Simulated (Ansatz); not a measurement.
Take BaTiO3 (space group P4mm, No. 99; a = 3.985 Å, c = 4.204 Å) as the base.

Level of theory: PBE/PAW in Ansatz (a quantum-chemistry and plane-wave program), spin-orbit coupling left out, earlier PAW set.

Base values:

```
Item          Result
--------  ----------
Density   5.80 g/cm³
Band gap     1.85 eV
```

The change: cell and atoms relaxed at a pressure of 45 GPa.

### Question
What happens to the density and band gap?

### Answer
The density goes up by 1.36 g/cm³, from 5.80 g/cm³ to 7.16 g/cm³; the band gap increases by 0.17 eV, from 1.85 eV to 2.02 eV.

Load acts through the strain it causes; cell and atoms are relaxed under it. Stability against distortions was not tested. No other phases were tried under pressure. All final runs are without spin polarisation. Along this pressure series the structure jumps between pressure 9 GPa and pressure 18 GPa; cells beyond that are another form of it.
